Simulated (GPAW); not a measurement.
A user runs GPAW on K (Im-3m, 1 atom in the cell) and asks whether the run is sound. The aim is a self-consistent single point with DFT PBE, plane waves, GPAW PAW datasets PBE (gpaw-data 1.0.1).

Cell that was meant: a = 4.7237 Å, b = 4.7237 Å, c = 4.7237 Å, α = 109.47°, β = 109.47°, γ = 109.47°.

Part of the input:

```python
from gpaw import GPAW

atoms = Atoms(['K'],
              cell=[[-5.153723, 5.153723, 5.153723],
                    [5.153723, -5.153723, 5.153723],
                    [5.153723, 5.153723, -5.153723]],
              scaled_positions=[[0.000000, 0.000000, 0.000000]],
              pbc=True)

calc = GPAW(mode={'name': 'pw', 'ecut': 600},
[...]
            occupations={'name': 'methfessel-paxton', 'width': 0.136, 'order': 0},
            nbands=-7,
            symmetry={'symmorphic': False, 'tolerance': 0.0005},
            maxiter=60)

atoms.calc = calc
```

Log, with long lists cut:

```
Input parameters:
  kpts: {gamma: True,
         size: (6, 6, 6)}
  maxiter: 60
  mode: {ecut: 600,
         name: pw}
  nbands: -7
   [... lines left out ...]

Positions:
   0 K      0.000000    0.000000    0.000000    ( 0.0000,  0.0000,  0.0000)

Unit cell:
           periodic     x           y           z      points  spacing
  1. axis:    yes   -5.153723    5.153723    5.153723    54     0.1350
  2. axis:    yes    5.153723   -5.153723    5.153723    54     0.1350
  3. axis:    yes    5.153723    5.153723   -5.153723    54     0.1350

  Lengths:   8.926510   8.926510   8.926510
  Angles:  109.471221 109.471221 109.471221

Effective grid spacing dv^(1/3) = 0.1515
     iter     time        total  log10-change:
                         energy   eigst   dens
iter:   1 --:--:--    -0.518455
iter:   2 --:--:--    -0.552268   -1.78  -1.31
iter:   3 --:--:--    -0.362241   -1.43  -1.27
iter:   4 --:--:--    -0.295932   -1.71  -1.40
iter:   5 --:--:--    -0.291887   -3.03  -1.58
iter:   6 --:--:--    -0.291850c  -3.90  -1.96
iter:   7 --:--:--    -0.291986c  -4.73  -2.75
iter:   8 --:--:--    -0.291909c  -4.65  -2.47
iter:   9 --:--:--    -0.291920c  -5.35  -3.40
iter:  10 --:--:--    -0.291917c  -6.38  -3.83
iter:  11 --:--:--    -0.291918c  -6.69  -4.04c
iter:  12 --:--:--    -0.291917c  -6.59  -3.79
iter:  13 --:--:--    -0.291917c  -7.60c -4.74c
Converged after 13 iterations.

Dipole moment: (-0.000000, 0.000000, 0.000000) |e|*Ang

Energy contributions relative to reference atoms: (reference = -16382.253218)

Kinetic:         -4.579266
Potential:       +4.812006
External:        +0.000000
XC:              +0.149756
Entropy (-ST):   -0.055106
Local:           -0.646860
SIC:             +0.000000
--------------------------
Free energy:     -0.319470
Extrapolated:    -0.291917

Showing only first 2 kpts
 Kpt  Band  Eigenvalues  Occupancy
  0     2    -18.33980    2.00000
  0     3    -18.33980    2.00000
  0     4     -2.03582    1.99654
  0     5      0.39788    0.00000

  1     2    -18.33980    2.00000
  1     3    -18.33980    2.00000
  1     4     -1.97930    1.98048
  1     5     -0.04061    0.00000

Fermi level: -1.75470

No gap
No difference between direct/indirect transitions
Energy (eV): -0.291917

Forces in eV/Ang:
  0 K     0.00000   -0.00000    0.00000

Stress tensor:
     0.000298     0.000000     0.000000
     0.000000     0.000298     0.000000
     0.000000     0.000000     0.000298
Stress (GPa, Voigt): [0.0478 0.0478 0.0478 0.     0.     0.    ]
```

Q: Is this run sound? If not, what is wrong?

A: The run is not sound. The fault is this: cell typed in bohr, read as Å. 1 bohr is 0.529 Å, so a mix-up scales every length by 1.89 or 0.529 and the volume by 6.75 or 0.148. To fix it, give the lengths in the unit that the key or card expects. The run converged in 13 iterations without an error; against the sound input the free energy goes up by 887 meV/atom and the pressure goes from -0.27 to -0.05 GPa.

The sound input it was made from differs as follows (other fixes are possible):
```diff
-              cell=[[-5.153723, 5.153723, 5.153723],
-                    [5.153723, -5.153723, 5.153723],
-                    [5.153723, 5.153723, -5.153723]],
-              scaled_positions=[[0.000000, 0.000000, 0.000000]],
+              cell=[[-2.727233, 2.727233, 2.727233],
+                    [2.727233, -2.727233, 2.727233],
+                    [2.727233, 2.727233, -2.727233]],
+              positions=[[0.000000, 0.000000, 0.000000]],
-            maxiter=60)
+            maxiter=120)
```

With that input, the run converged in 12 iterations: free energy E − TS (from the program's reference atoms) -1.2061 eV; Fermi level (on the code's own zero) 0.72 eV; pressure -0.27 GPa (DFT PBE, plane waves, GPAW PAW datasets PBE (gpaw-data 1.0.1)).

On the sound input: the starting cell comes from a database of computed structures (which also holds hypothetical and non-ambient phases and stackings), without a prior relaxation at this level. Its lattice was rescaled by a random factor within 2.5 % of one.
